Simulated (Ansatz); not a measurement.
Response to strain in Sc

Consider Sc in the hcp (Mg type) structure (space group P6_3/mmc, No. 194; a = 3.3179 Å, c = 5.1860 Å; relaxed with 0.1 eV smearing).

Strains are applied to the cell and any free atomic positions relax.

Calculations: PBE in Ansatz (plane waves to 420 eV, PAW, spin-orbit coupling left out).

Candidates:
(a) isotropic strain −1.50 %
(b) isotropic strain +2.50 %
(c) isotropic strain −3.00 %
(d) isotropic strain +2.00 %
(e) isotropic strain +0.50 %

Notes on the quantities. energy relative to the base: free energy F.

### Question
Order them by energy relative to the base, highest first.

### Answer
(c) isotropic strain −3.00 % (+36 meV/atom), (b) isotropic strain +2.50 % (+22 meV/atom), (d) isotropic strain +2.00 % (+14 meV/atom), (a) isotropic strain −1.50 % (+8.7 meV/atom), (e) isotropic strain +0.50 % (+0.9 meV/atom)

Whether these cells are dynamically stable was not tested. All final runs are without spin polarisation.

Ansatz is a quantum-chemistry and plane-wave program.
